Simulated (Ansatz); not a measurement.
Structures of equal composition on the (111) surface of fcc Al: a pseudomorphic layer of Si in the host's stacking; a pseudomorphic layer of Si in the other hollow. The slabs share one bottom face, and each structure is named by its start. These are constructed structures in small cells; real faces may alloy, dewet or reconstruct in larger ones, and not all known structures of the face are among them. Slabs of about 12 Å, Fermi-Dirac smearing of 0.1 eV. Bottom of the slabs: a bare face, its two planes held. Relaxed from the named starts with such symmetry as they have, on meshes of like density; energies extrapolated to zero smearing; spin only where a row says so; no spin-orbit coupling, no U. Brackets mark spin-polarised runs, whose order is one that fits the cell.

Calculation: PBE (plane waves to 420 eV, PAW; Ansatz, a program for electronic structure).

Put the candidates in order of energy per 1x1 cell, lowest first, for PBE.

a pseudomorphic layer of Si in the host's stacking (0.000 eV), a pseudomorphic layer of Si in the other hollow (0.069 eV)
